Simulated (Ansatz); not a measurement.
Structure of amorphous Si₃₀N₄₀Li (periodic cell):

```
CELL_PARAMETERS angstrom
      9.26236     0.00000     0.00000
      0.00000     9.26236     0.00000
      0.00000     0.00000     9.26236
ATOMIC_POSITIONS crystal
  Si 0.16762 0.59723 0.30547
  Si 0.41945 0.10477 0.12020
  Si 0.98290 0.24791 0.48739
  Si 0.08469 0.52251 0.59316
  Si 0.63545 0.04769 0.88787
  Si 0.93057 0.80834 0.58157
  Si 0.18172 0.95065 0.76442
  Si 0.87246 0.08044 0.66865
  Si 0.81615 0.51206 0.49696
  Si 0.09615 0.09820 0.01815
  Si 0.37030 0.84496 0.27697
  Si 0.37387 0.22749 0.83264
  Si 0.25118 0.26876 0.25894
  Si 0.81535 0.90657 0.11710
  Si 0.60416 0.21805 0.60012
  Si 0.39901 0.04190 0.53226
  Si 0.51124 0.54971 0.84421
  Si 0.12136 0.99792 0.38341
  Si 0.11509 0.78758 0.04802
  Si 0.71902 0.57748 0.18329
  Si 0.36442 0.72239 0.56009
  Si 0.84835 0.60562 0.95694
  Si 0.72304 0.08080 0.36084
  Si 0.81676 0.25850 0.07413
  Si 0.40662 0.48759 0.09525
  Si 0.42815 0.82926 0.96859
  Si 0.06891 0.29123 0.81079
  Si 0.59092 0.33859 0.31432
  Si 0.67040 0.78427 0.40858
  Si 0.63821 0.74735 0.72875
  N  0.57275 0.87496 0.85103
  N  0.43260 0.64402 0.99110
  N  0.73423 0.91469 0.28721
  N  0.98931 0.93319 0.71965
  N  0.98339 0.24205 0.98028
  N  0.70582 0.13439 0.73801
  N  0.75733 0.62406 0.36126
  N  0.43994 0.23640 0.25915
  N  0.14740 0.44005 0.74417
  N  0.31398 0.90392 0.63653
  N  0.47864 0.64706 0.68541
  N  0.25069 0.45130 0.20856
  N  0.70287 0.59371 0.82305
  N  0.73324 0.82352 0.58425
  N  0.80425 0.45083 0.06571
  N  0.02489 0.65492 0.96225
  N  0.65884 0.37556 0.50170
  N  0.55415 0.49136 0.21111
  N  0.19411 0.13737 0.83763
  N  0.76718 0.72776 0.08020
  N  0.48069 0.12992 0.94718
  N  0.23814 0.15072 0.11740
  N  0.41488 0.39924 0.90903
  N  0.30391 0.98920 0.37280
  N  0.85654 0.11228 0.48097
  N  0.57229 0.08433 0.47120
  N  0.12126 0.18872 0.37966
  N  0.47877 0.76679 0.41065
  N  0.76019 0.06225 0.02158
  N  0.97541 0.22988 0.67208
  N  0.73532 0.23329 0.24521
  N  0.92860 0.62607 0.61535
  N  0.22800 0.74466 0.20330
  N  0.41989 0.19969 0.65271
  N  0.97766 0.42617 0.45593
  N  0.22523 0.60971 0.49450
  N  0.02441 0.86085 0.43453
  N  0.45441 0.92097 0.13221
  N  0.01042 0.94314 0.09486
  N  0.24136 0.85886 0.91950
  Li 0.20315 0.57317 0.88685
```

Methods: PBE, scalar-relativistic without spin-orbit coupling (Ansatz, a quantum-chemistry and plane-wave program); r2SCAN, scalar-relativistic without spin-orbit coupling (Ansatz); HSE06, scalar-relativistic without spin-orbit coupling (Ansatz). Neutral PBE cell, which sets geometry, pressure and energy: sampling: a 2×2×2 Γ-centred mesh; Fermi-Dirac width 0.02 eV; collinear spin, started from a total moment of 1 μB. The usual formal charges leave 1 electrons over, so the level spacing at the Fermi energy parts defect or band states and needn't be the band gap. In the spin-polarised cell the level spacing at the Fermi energy can part levels of unlike spin. Exact exchange is cut at the faces of this 9 Å cell, which leaves hybrid gaps a finite-size error.

A CHGNet melt-quench gave the starting glass, which DFT then relaxed. N atoms were pushed apart under 1.9 Å during the dynamics, to hinder bonds among them. The hot cell started wider than the set density and was brought back towards it in steps. It is the lowest in DFT energy of 2 quenches. It is a model cell: composition and starting density were chosen by hand, and all elements were melted together. No dispersion term was used. Its density started from a set value of 2.95 and ended at 2.95 g/cm³. Cooling (nominally 450 K/ps over its main leg) ran many orders faster than in experiment, which tends to leave more defects and strain. Values belong to this one cell and scatter from quench to quench. The volume was held where the preparation left it.

Task: Give the pressure and the spacing of the highest filled and lowest empty levels.

Result: 
```json
{
 "Pressure on a 2×2×2 Γ-centred mesh": "-0.84 GPa",
 "Largest force and stress component on that mesh (the relaxation ran on the zone centre alone)": "0.14 eV/Å and 7.6 GPa",
 "Level spacing at the Fermi energy on a 2×2×2 Γ-centred mesh (PBE)": "1.00 eV",
 "Level spacing at the Fermi energy at the zone centre (PBE)": "1.08 eV",
 "Level spacing at the Fermi energy at the zone centre (r2SCAN)": "1.60 eV",
 "Level spacing at the Fermi energy at the zone centre (HSE06)": "2.22 eV",
 "Distance between the nearest levels spread over more than a fifth of the atoms or a third of the atoms of their main element (six at least) (PBE, zone centre)": "2.51 eV",
 "net_moment": "1.00 μB"
}
```

Task: At PBE and the zone centre, how localised are the states just below and above the Fermi level (participation number: the atoms over which a state spreads)?

Result: The highest filled state is spread over 4.5 atoms' worth, largest on Si1, with weights by element (charge in smoothed Voronoi cells) Si 0.56, N 0.44, Li 0.00. The lowest empty state is spread over 22.3 atoms' worth, largest on Si1, with weights by element (charge in smoothed Voronoi cells) Si 0.53, N 0.47, Li 0.01.

At PBE the levels at the filled edge of the gap are localised (band-tail or defect states), and the nearest spread-out levels lie 2.5 eV apart at the zone centre.

Cut-offs for bonds: Si-Si 2.60 Å, Si-N 2.10 Å, Si-Li 2.65 Å, N-N 1.70 Å, N-Li 2.39 Å, Li-Li 2.86 Å. Two cations that share two anions don't count as bonded, nor two that share one unless they lie closer than Si-Si 2.38 Å, Si-Li 2.58 Å, Li-Li 2.78 Å.

Added carriers, by Ansatz with PBE, scalar-relativistic without spin-orbit coupling on the zone centre alone. Charged cells keep the cell fixed and stand in a uniform background, with no image correction, at a width of 0.01 eV; where the count is odd the moment is locked at 1 μB, unless the neutral cell bore moments. Each starts from the undistorted neutral geometry alone. PBE's self-interaction favours spread-out carriers, so it can miss traps that a hybrid finds.

Task: What happens at PBE when the cell takes an extra electron and the atoms relax?

Result: Relaxation lowers the charged cell by 0.30 eV. The largest moves are Si1 0.26 Å, N65 0.09 Å, N42 0.07 Å, N60 0.06 Å. No bond crosses its cut-off with a change of over 0.15 Å (metal-metal contacts aside). Made neutral again at that geometry, the cell lies +0.54 eV from the neutral start.

Task: What happens at PBE when the cell takes a hole and the atoms relax?

Result: Relaxation lowers the charged cell by 0.61 eV. The largest moves are Si1 0.32 Å, N65 0.12 Å, N63 0.07 Å, N60 0.07 Å. No bond crosses its cut-off with a change of over 0.15 Å (metal-metal contacts aside). Made neutral again at that geometry, the cell lies +0.60 eV from the neutral start.

A PBE run started with 1 μB on atoms that lack a bond or may hold spare charge kept moments, at no lower energy.
